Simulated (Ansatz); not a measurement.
**A self-consistent single point of V3Sn (Pm-3n, 8 atoms in the cell) with Ansatz (an electronic-structure program)**

Computed with LDA (PW92), default PAW files made with PBE (plane waves; Ansatz).

Input as run:

Ansatz 0.2 input:
```yaml
crystal:
  lattice:
    - [4.96328300, 0.00000000, 0.00000000]
    - [0.00000000, 4.96328300, 0.00000000]
    - [0.00000000, 0.00000000, 4.96328300]
  atoms:
    - { symbol: V, position: [0.50000000, 0.25000000, 0.00000000] }
    - { symbol: V, position: [0.50000000, 0.75000000, 0.00000000] }
    - { symbol: V, position: [0.25000000, 0.00000000, 0.50000000] }
    - { symbol: V, position: [0.75000000, 0.00000000, 0.50000000] }
    - { symbol: V, position: [0.00000000, 0.50000000, 0.25000000] }
    - { symbol: V, position: [0.00000000, 0.50000000, 0.75000000] }
    - { symbol: Sn, position: [0.50000000, 0.50000000, 0.50000000] }
    - { symbol: Sn, position: [0.00000000, 0.00000000, 0.00000000] }
basis:
  ecutwfc: 420.0 eV
kpoints:
  mp_grid: { grid: [7, 7, 7] }
hamiltonian:
  xc: lda
  pseudopotentials: { kind: paw }
scf:
  occupations: { method: gaussian, width: 0.1 eV }
output:
  forces: true
  eigenvalues: true
  stress: true
```

Log, with long lists cut:

```
WARN ansatz: RAYON_NUM_THREADS=1 ignored (pool sized by the plan → 1); use --threads N
Pseudopotentials: kind: paw
Pseudopotential: V, paw, valence charge 13
Pseudopotential: Sn, paw, valence charge 14
Crystal: 8 atoms, lattice volume = 122.266 Å³
Basis set: ecut = 420 eV, 2373 PW (Γ)
Bands: 64, of which v1, the nominal top of the filled ones, is band 53 counted from 1 (52 counted from 0)
Symmetry: 48 space group operations
Space group: Pm-3n (ITA 223), of the structure as read, at distance tolerance 5.0e-5 Å
k-points: 20 of 343
PAW frozen core: V, regenerated for the run's functional, and the local potential with it
PAW frozen core: Sn, regenerated for the run's functional, and the local potential with it
Initial density: superposition of atomic densities (neutral atoms: chi_scale 0, normalization atom), corrected by the library's trained network
Initial wavefunctions: pseudopotential atomic-orbital guess
Eigensolver: davidson
Functional: x = slater, c = lda
SCF iter   1: F=—  HF=-28922.358626 eV  |F-HF|=—  |Δ(HF+E_count)|=         —  Δρ=9.07e-3  dr2=5.25e-2  ethr=1.77e-3  ⟨swp⟩=5.8  Hψ=4417  notcnv=0
all-band conjugate gradients solve this SCF's bands
preconditioner: auto → Kerker (q_TF=auto, 2.664 Å⁻¹)
SCF iter   2: F=—  HF=-28922.347918 eV  |F-HF|=—  |Δ(HF+E_count)|=   1.07e-2  Δρ=3.87e-3  dr2=9.26e-3  ethr=4.96e-5  ⟨swp⟩=3.0  Hψ=2412  notcnv=0  defer=77
SCF iter   3: F=—  HF=-28922.345959 eV  |F-HF|=—  |Δ(HF+E_count)|=   1.96e-3  Δρ=8.58e-4  dr2=5.81e-4  ethr=8.73e-6  ⟨swp⟩=2.0  Hψ=1777  notcnv=0  defer=77
SCF iter   4: F=—  HF=-28922.345877 eV  |F-HF|=—  |Δ(HF+E_count)|=   8.22e-5  Δρ=1.89e-4  dr2=3.53e-5  ethr=5.49e-7  ⟨swp⟩=2.0  Hψ=1591  notcnv=0  defer=77
SCF iter   5: F=—  HF=-28922.345879 eV  |F-HF|=—  |Δ(HF+E_count)|=   2.20e-6  Δρ=7.42e-5  dr2=6.26e-6  ethr=3.33e-8  ⟨swp⟩=2.0  Hψ=1588  notcnv=0  defer=77
SCF iter   6: F=—  HF=-28922.345877 eV  |F-HF|=—  |Δ(HF+E_count)|=   2.23e-6  Δρ=2.32e-5  dr2=7.08e-7  ethr=5.91e-9  ⟨swp⟩=2.5  Hψ=2079  notcnv=0  defer=77
SCF iter   7: F=-28922.345877 eV  HF=-28922.345877 eV  |F-HF|=3.09e-8  |Δ(HF+E_count)|=   7.95e-8  Δρ=4.72e-6  dr2=2.18e-8  ethr=9.43e-11  ⟨swp⟩=9.7  Hψ=5309  notcnv=0
SCF 1 converged in 7 iterations: F = -28922.345877 eV  dr2 = 2.18e-8
SCF converged after 7 iterations
Free energy (F): -28922.345877 eV
Harris-Foulkes:  -28922.345877 eV  (|F-HF|=3.09e-8)
Internal energy: -28922.274837 eV  (E = F + TS)
E sigma→0 (E₀):  -28922.310357 eV
Entropy (-TS):   -0.071039 eV (-8.880 meV/atom)
Fermi energy:    15.629943 eV
--- Per-component energies (eV) ---
  E_band       = -951.519516
  E_kinetic    = 2396.871573
  E_local      = -6800.395908  (includes V_loc(G=0)·N_el)
  E_nonlocal   = -296.781324
  E_hartree    = 3425.568553
  E_xc         = -1534.163476
  E_vxc        = -1187.183263  (∫ρ·V_xc dr)
  E_paw        = -14367.576803  (= ΣΔE_a)
  E_vpaw       = -1915.174451  (= ΣTr[D̂ρ^β])
  E_aug_tail   = 0.001431  (compensation charges beyond the density's cutoff)
  E_ewald      = -11748.725579
  E_core_change = 2.926695  (= ΣΔE_core)
  E_smearing   = -0.071039  (= −TS)
  E_closure    = -0.000000  (closes the sum)
  Σ components = -28922.345877   (vs F -28922.345877, Δ=0.00e0)
--- Forces (eV/Å), atoms counted from 1 ---
  atom   1  V     -0.00000000    -0.00000000     0.00000000
   [... zero for the other atoms too ...]
  max |Σ_I F_I| component: 2.54e-17 eV/Å
--- Stress (GPa, compression-positive) ---
      -11.199459       0.000000       0.000000
       -0.000000     -11.199459       0.000000
        0.000000       0.000000     -11.199459
  P = ⅓ Tr σ = -11.1995 GPa (-111.995 kbar)
  The stress holds the Pulay correction. Without it, at fixed plane waves, as pw.x and ABINIT print it: P = -11.2778 GPa
--- Band table (eV; the first three rows and the last of 20) ---
  k-point 0: bands = ["-47.6422", "-47.6018", "-47.6018", "-47.4740", "-47.4740", "-47.4740", "-22.2188", "-22.2188", "-22.1446", "-21.8757", "-21.8757", "-21.8757", "-21.7000", "-21.7000", "-21.7000", "-21.6941", "-21.6941", "-21.6941", "-21.6463", [...]
  k-point 1: bands = ["-47.6388", "-47.6033", "-47.5970", "-47.4809", "-47.4740", "-47.4740", "-22.2172", "-22.1982", "-22.1260", "-21.8744", "-21.8744", "-21.8654", "-21.7151", "-21.7151", "-21.7026", "-21.6973", "-21.6771", "-21.6771", "-21.6493", [...]
  k-point 2: bands = ["-47.6307", "-47.6075", "-47.5819", "-47.5002", "-47.4740", "-47.4740", "-22.2127", "-22.1897", "-22.0226", "-21.8717", "-21.8717", "-21.8378", "-21.7265", "-21.7263", "-21.7263", "-21.6899", "-21.6636", "-21.6636", "-21.6564", [...]
  k-point 19: bands = ["-47.5644", "-47.5591", "-47.5591", "-47.5303", "-47.5303", "-47.5270", "-21.8744", "-21.8744", "-21.8713", "-21.8385", "-21.8357", "-21.7685", "-21.7685", "-21.7357", "-21.7139", "-21.6982", "-21.6982", "-21.6765", [...]
```

The run converged in 7 iterations.

The starting cell comes from a database of computed structures (which also holds hypothetical and non-ambient phases and stackings), without a prior relaxation at this level. Its lattice was rescaled by up to half a per cent. Spin polarisation is off. With a pressure of about -11 GPa the cell is away from its equilibrium volume at this level. Ansatz's pressure includes its estimate of the finite-basis (Pulay) stress.
